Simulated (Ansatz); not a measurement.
Start from SrTiO3 in the cubic perovskite structure (space group Pm-3m, No. 221).

```xyz
5
Lattice="3.8542 0.0000 0.0000 0.0000 3.8542 0.0000 0.0000 0.0000 3.8542" Properties=species:S:1:pos:R:3 pbc="T T T"
Sr     0.0000     0.0000     0.0000
Ti     1.9271     1.9271     1.9271
O      1.9271     0.0000     1.9271
O      0.0000     1.9271     1.9271
O      1.9271     1.9271     0.0000
```

Cartesian axes are those of the cell as printed.

Method: LDA (Ansatz, an electronic-structure program), no spin-orbit coupling.

Strains are applied to the cell and any free atomic positions relax.

One change was made to it. Results:

The smallest direct gap decreases by 0.09 eV to 2.08 eV; the band gap decreases by 0.05 eV to 1.80 eV; the energy rises by 1.7 meV/atom.

Which of these changes matches the shifts?
(A) tensor shear ε_xy = +0.33 %
(B) tensor shear ε_xy = +1.33 %
(C) tensor shear ε_xy = +2.00 %
(D) tensor shear ε_xy = +1.67 %
(E) tensor shear ε_xy = +1.00 %

E, tensor shear ε_xy = +1.00 %. For comparison, the energy relative to the base in the other runs: tensor shear ε_xy = +1.67 % gives +4.7 meV/atom; tensor shear ε_xy = +2.00 % gives +6.8 meV/atom; tensor shear ε_xy = +0.33 % gives +0.1 meV/atom; tensor shear ε_xy = +1.33 % gives +3.0 meV/atom.

Stability against distortions was not tested. The final runs are not spin-polarised. Many cubic perovskites are stable only at high temperature; tilts and polar distortions were not tested.
